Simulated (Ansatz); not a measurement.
Worked example: self-consistent single point of Ag3Au (I4mm, 4 atoms in the cell) in Ansatz (a program for electronic structure).

Level of theory: PBEsol, default PAW files made with PBE (plane waves; Ansatz).

The change in words: lattice scaled by 0.98; basis.ecutwfc: 420 eV → 295 eV. Reference geometry:
```yaml
crystal:
  lattice:
    - [-2.05332, 2.05332, 4.08531]
    - [2.05332, -2.05332, 4.08531]
    - [2.05332, 2.05332, -4.08531]
  atoms:
    - { symbol: Ag, position: [0.75000, 0.25000, 0.50000] }
    - { symbol: Ag, position: [0.25000, 0.75000, 0.50000] }
    - { symbol: Ag, position: [0.50612, 0.50612, 0.00000] }
    - { symbol: Au, position: [0.00000, 0.00000, 0.00000] }
```

Reference input (self-consistent single point, DFT, PBEsol, plane waves, default PAW files made with PBE): basis.ecutwfc = 420 eV; kpoints.mp_grid.grid = 8 8 8; hamiltonian.xc = pbesol; hamiltonian.pseudopotentials = {kind: paw} (the program's default PAW files); scf.occupations.method = gaussian; scf.occupations.width = 0.1 eV. This run's input differs from it in these lines:

Ansatz 0.2 input:
```diff
@@ -3,5 +3,5 @@
   lattice:
-    - [-2.053322, 2.053322, 4.085307]
-    - [2.053322, -2.053322, 4.085307]
-    - [2.053322, 2.053322, -4.085307]
+    - [-2.012256, 2.012256, 4.003601]
+    - [2.012256, -2.012256, 4.003601]
+    - [2.012256, 2.012256, -4.003601]
   atoms:
@@ -12,3 +12,3 @@
 basis:
-  ecutwfc: 420.0
+  ecutwfc: 295.0
 kpoints:
```

Output, abridged:

```
SCF iter   1: F=—  HF=-35573.442485 eV  |F-HF|=—  |Δ(HF+E_count)|=         —  Δρ=1.55e-2  dr2=1.07e-1  ethr=1.77e-3  ⟨swp⟩=5.6  Hψ=8549  notcnv=0  defer=48
all-band conjugate gradients solve this SCF's bands
preconditioner: auto → Kerker (q_TF=auto, 2.801 Å⁻¹)
SCF iter   2: F=—  HF=-35573.407554 eV  |F-HF|=—  |Δ(HF+E_count)|=   3.49e-2  Δρ=3.59e-3  dr2=3.63e-3  ethr=1.41e-4  ⟨swp⟩=2.2  Hψ=4740  notcnv=0  defer=95
   [... lines left out ...]
SCF iter   4: F=—  HF=-35573.408049 eV  |F-HF|=—  |Δ(HF+E_count)|=   4.39e-4  Δρ=3.82e-4  dr2=4.63e-5  ethr=2.51e-7  ⟨swp⟩=2.1  Hψ=4575  notcnv=0  defer=95
SCF iter   5: F=—  HF=-35573.408058 eV  |F-HF|=—  |Δ(HF+E_count)|=   9.09e-6  Δρ=4.45e-5  dr2=6.55e-7  ethr=6.09e-8  ⟨swp⟩=2.8  Hψ=4572  notcnv=0  defer=95
SCF iter   6: F=—  HF=-35573.408059 eV  |F-HF|=—  |Δ(HF+E_count)|=   4.13e-7  Δρ=1.84e-5  dr2=2.18e-7  ethr=1.32e-10  ⟨swp⟩=8.7  Hψ=11824  notcnv=0
SCF iter   7: F=-35573.408059 eV  HF=-35573.408059 eV  |F-HF|=9.78e-9  |Δ(HF+E_count)|=   3.04e-8  Δρ=6.28e-6  dr2=2.51e-8  ethr=1.32e-10  ⟨swp⟩=4.0  Hψ=7950  notcnv=0
SCF 1 converged in 7 iterations: F = -35573.408059 eV  dr2 = 2.51e-8
Free energy (F): -35573.408059 eV
Internal energy: -35573.403502 eV  (E = F + TS)
E sigma→0 (E₀):  -35573.405781 eV
Entropy (-TS):   -0.004556 eV (-1.139 meV/atom)
Fermi energy:    19.185590 eV
--- Forces (eV/Å), atoms counted from 1 ---
  atom   1  Ag     0.00000000    -0.00000000     0.19011521
  atom   2  Ag    -0.00000000     0.00000000     0.19011521
  atom   3  Ag     0.00000000     0.00000000    -0.33700250
  atom   4  Au    -0.00000000     0.00000000    -0.04322330
--- Stress (GPa, compression-positive) ---
        4.473803       0.000000       0.000000
        0.000000       4.473803       0.000000
        0.000000       0.000000       4.712720
  P = ⅓ Tr σ = 4.5534 GPa (45.534 kbar)
  The stress holds the Pulay correction. Without it, at fixed plane waves, as pw.x and ABINIT print it: P = -10.6029 GPa
```

The run converged in 7 iterations. Against the reference run the free energy goes up by 146 meV/atom, the pressure goes from -3.48 to 4.55 GPa and the largest force goes from 0.236 to 0.337 eV/Å.

The starting cell comes from a database of computed structures (which also holds hypothetical and non-ambient phases and stackings), without a prior relaxation at this level. Its lattice was rescaled by up to half a per cent. One atom was moved a little off its site on purpose. For this run, on top of that: lattice scaled by 0.98. Ansatz's pressure includes its estimate of the finite-basis (Pulay) stress. Without the estimate this run gives -10.60 GPa. The cutoff lies below the one recommended for these files.
